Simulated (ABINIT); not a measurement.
A self-consistent single point of YAlSi (Cmcm, 6 atoms in the cell) with ABINIT.

Computed with LDA (PW92), norm-conserving pseudopotentials (PseudoDojo nc-sr-04 LDA standard) (plane waves; ABINIT).

```
CELL_PARAMETERS angstrom
      1.99012    -5.16931     0.00000
      1.99012     5.16931     0.00000
      0.00000     0.00000     5.70503
ATOMIC_POSITIONS crystal
  Y  0.30520 0.69480 0.25000
  Y  0.69480 0.30520 0.75000
  Al 0.00000 0.00000 0.50000
  Al 0.00000 0.00000 0.00000
  Si 0.40169 0.59831 0.75000
  Si 0.59831 0.40169 0.25000
```

Reference input (self-consistent single point, DFT, PBEsol, plane waves, norm-conserving pseudopotentials (PseudoDojo nc-sr-04 PBEsol standard)): pseudos = [Y.upf, Al.upf, Si.upf]; ecut = 36 Ha; occopt = 3; tsmear = 0.00367493 Ha; ngkpt = 6 6 4; nshiftk = 1; shiftk = 0 0 0; potentials = PseudoDojo nc-sr-04 PBEsol standard; nband = 24; kptopt = 1; nstep = 60; toldfe = 1e-09 Ha. This run's input differs from it in these lines:

```diff
@@ -1,2 +1,2 @@
-# YAlSi, PseudoDojo nc-sr-04 PBEsol standard
+# YAlSi, PseudoDojo nc-sr-04 LDA standard
 pp_dirpath "./"
```

Its files differ too (potentials: PseudoDojo nc-sr-04 PBEsol standard → PseudoDojo nc-sr-04 LDA standard).

Output (repeated stretches shortened):

```
--- !BeginCycle
solver: {iscf: 7, nstep: 60, nline: 4, wfoptalg: 0, }
tolerances: {toldfe: 1.00E-09, }
...

     iter   Etot(hartree)      deltaE(h)  residm     vres2
 ETOT  1  -95.020492945933    -9.502E+01 6.784E-02 3.454E+02
 ETOT  2  -95.111286543308    -9.079E-02 1.381E-02 1.430E+02
 ETOT  3  -95.120534141201    -9.248E-03 4.706E-03 2.066E+00
 ETOT  4  -95.120701400853    -1.673E-04 1.579E-02 6.498E-02
 ETOT  5  -95.120707057456    -5.657E-06 5.001E-03 4.272E-03
 ETOT  6  -95.120707300305    -2.428E-07 2.653E-03 5.909E-04
 ETOT  7  -95.120707336992    -3.669E-08 1.464E-03 6.244E-07
 ETOT  8  -95.120707337290    -2.979E-10 9.042E-04 6.104E-07
 ETOT  9  -95.120707337345    -5.517E-11 9.926E-04 2.602E-08
 At SCF step    9, etot is converged :
  for the second time, diff in etot=  5.517E-11 < toldfe=  1.000E-09

 Cartesian components of stress tensor (hartree/bohr^3)
  sigma(1 1)=  1.15016694E-04  sigma(3 2)=  0.00000000E+00
  sigma(2 2)=  1.69614599E-04  sigma(3 1)=  0.00000000E+00
  sigma(3 3)=  1.46052519E-04  sigma(2 1)=  0.00000000E+00

 ----iterations are completed or convergence reached----

 reduced coordinates (array xred) for    6 atoms
       0.305200000000      0.694800000000      0.250000000000
       0.694800000000      0.305200000000      0.750000000000
       0.000000000000      0.000000000000      0.500000000000
       0.000000000000      0.000000000000      0.000000000000
       0.401690000000      0.598310000000      0.750000000000
       0.598310000000      0.401690000000      0.250000000000
   [... lines left out ...]
 Fermi (or HOMO) energy (hartree) =   0.29807   Average Vxc (hartree)=  -0.38540
 Fermi (or HOMO) energy (eV) =   8.11102   Average Vxc (eV)= -10.48729
   [... lines left out ...]
total_energy        : -9.51207073373454E+01
total_energy_eV     : -2.58836608039122E+03
band_energy         : -8.17086707592745E+00
...

-Cartesian components of stress tensor (GPa)         [Pressure= -4.2237E+00 GPa]
- sigma(1 1)=  3.38390739E+00  sigma(3 2)=  0.00000000E+00
- sigma(2 2)=  4.99023296E+00  sigma(3 1)=  0.00000000E+00
- sigma(3 3)=  4.29701274E+00  sigma(2 1)=  0.00000000E+00

 Calculation completed.
```

The run converged in 9 iterations. Against the reference run the pressure goes from -1.97 to -4.22 GPa and the largest force goes from 0.098 to 0.113 eV/Å.

The starting cell comes from a database of computed structures (which also holds hypothetical and non-ambient phases and stackings), without a prior relaxation at this level. With a pressure of about -4 GPa the cell is away from its equilibrium volume at this level.

Cost on one core of a shared machine: roughly 5 min.
